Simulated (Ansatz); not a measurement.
Take BeS in the zinc blende structure (space group F-43m, No. 216) as the base.

Space group F-43m (No. 216); a = b = c = 4.8381 Å, α = β = γ = 90.00°

```tsv
atom	site	symmetry	x	y	z
Be	4a	-43m	0.0000	0.0000	0.0000
S	4d	-43m	0.7500	0.7500	0.7500
```
(The calculation used a cell of 2 atoms; values per cell refer to that cell.)

Level of theory: PBEsol/PAW in Ansatz (an electronic-structure program), scalar-relativistic without spin-orbit coupling.

Strains are applied to the cell and any free atomic positions relax.

One change was made to it. Results:

The band gap decreases by 0.23 eV to 2.68 eV; the gap character remains indirect, Γ → X; the smallest direct gap falls by 0.03 eV to 5.51 eV; the hole mass (degenerate bands, along [100]) changes from 0.33, 0.55, 0.55 mₑ (at Γ) to 0.35, 0.49, 0.49 mₑ (at Γ).

Question: Which of these changes matches the shifts?
A. isotropic strain −1.00 %
B. isotropic strain +2.50 %
C. isotropic strain +3.00 %
D. isotropic strain +1.00 %
E. isotropic strain −3.00 %

Answer: E, isotropic strain −3.00 %. For comparison, the band gap in the other runs: isotropic strain −1.00 % gives 2.84 eV; isotropic strain +3.00 % gives 3.09 eV; isotropic strain +2.50 % gives 3.06 eV; isotropic strain +1.00 % gives 2.97 eV.

Masses are band curvatures over ±0.01 Å⁻¹ around the edge. Stability against distortions was not tested.
